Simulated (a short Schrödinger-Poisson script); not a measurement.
Solved with a short Schrödinger-Poisson script written for these runs: 1D Poisson equation in equilibrium, electrons quantum, Hartree (BenDaniel-Duke, 40 states a valley, the channel's in-plane mass for all, wave functions free to enter the barrier), parabolic valleys, classical holes, donors ionised by Fermi statistics, acceptors fully, no traps, pinning or gate leakage.

System: gated In0.52Al0.48As/In0.53Ga0.47As modulation-doped gas in a quantum well, at 300 K.

From the gate side: 20 nm In0.52Al0.48As; 30 nm In0.52Al0.48As, donors 1.5e18 cm⁻³; 2 nm In0.52Al0.48As; 10 nm In0.53Ga0.47As; 4000 nm In0.52Al0.48As, acceptors 2e15 cm⁻³.

Constants are typed, rounded textbook-type inputs, not results; the design itself was drawn at random and stands for no fabricated device. In0.52Al0.48As: permittivity 12.5, conduction-band edge (eV) 0.52, gap (eV) 1.45, electron mass (mₑ) 0.075, Nv at 300 K (cm⁻³) 1.1e19. In0.53Ga0.47As: permittivity 13.9, conduction-band edge (eV) 0, gap (eV) 0.74, Nv at 300 K (cm⁻³) 7.7e18.

Channel valleys (confinement mass, in-plane density-of-states mass, number): Γ 0.041, 0.041, 1. At the gate the conduction-band edge of layer 1 lies 0.65 eV − eVg above the Fermi level of the channel; the field vanishes at the back. Donor level 0.05 eV below the band edge. The barrier under the gate holds no holes. Gaps are held at their typed values at every temperature. Mesh 0.08 nm at interfaces.

Problem. Give the centroid of the channel electrons at Vg = 0.4 V (nm); the capacitance at Vg = 0.4 V (μF/cm²); the gate voltage at 1e11 electrons/cm² (V).

Solution. centroid of the channel electrons at Vg = 0.4 V (nm): 4.22; capacitance at Vg = 0.4 V (μF/cm²): 0.415; gate voltage at 1e11 electrons/cm² (V): -1.93.
